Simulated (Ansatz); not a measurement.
CaPdF4 (space group I4/mcm, No. 140; a cell from a computed database, its experimental status unchecked)

CaPdF4 has the tetragonal space group I4/mcm (No. 140), Pearson symbol tI24. Lattice parameters: a = b = 5.529 Å, c = 10.528 Å, α = β = γ = 90.00°. Ca on 4a is surrounded by 8 F at 2.365 Å. Pd on 4d has 4 F at 1.989 Å (square planar). F on 16l has 1 Pd at 1.989 Å and 2 Ca at 2.365 Å (trigonal planar). (Neighbours: up to the widest gap in distance over summed covalent radii, below 1.35, at either atom; cation-cation and far metal-metal contacts left out.)
(The calculation used a cell of 12 atoms; values per cell refer to that cell.)

Level of theory: r2SCAN (Ansatz, a program for electronic structure; PAW; 500 eV plane waves; without spin-orbit coupling). Γ-centred 7×7×7 mesh, Fermi–Dirac width 0.05 eV.

- Volume per atom: 13.41 Å³
- Density: 4.59 g/cm³
- Band gap: 1.48 eV, direct at X
- Lowest conduction-band minima above the VBM: X (0, 0, 1/2) 1.48 eV
- Total energy: -2008.628 eV/atom (σ→0; compares only within this code and set-up)

Whether these cells are dynamically stable was not tested.
